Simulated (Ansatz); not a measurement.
The parent structure is BAs in the zinc blende structure (space group F-43m, No. 216; a = 4.768 Å). Axes: x, y, z lie along the cube axes.

Computed with PBEsol (Ansatz, a first-principles code, PAW, no spin-orbit coupling).

Strains are applied to the cell and any free atomic positions relax; under biaxial strain the out-of-plane vector relaxes too.

One change was made to it. Results:

```tsv
quantity	base	after
band gap	1.08 eV	0.97 eV
shortest interatomic distance	2.065 Å	2.067 Å
valence-band top at Γ (three highest levels, from the VBM)	0.00, 0.00, 0.00 eV	0.00, -0.18, -0.18 eV
```

### Question
Which of these changes matches the shifts?
A. biaxial strain −0.28 %, plane normal [111], relaxed out of plane
B. biaxial strain +2.29 %, plane normal [111], relaxed out of plane
C. uniaxial strain ε_yy = +0.87 %

### Answer
B, biaxial strain +2.29 %, plane normal [111], relaxed out of plane. For comparison, the band gap in the other runs: uniaxial strain ε_yy = +0.87 % gives 1.03 eV; biaxial strain −0.28 %, plane normal [111], relaxed out of plane gives 1.07 eV.

Stability against distortions was not tested.
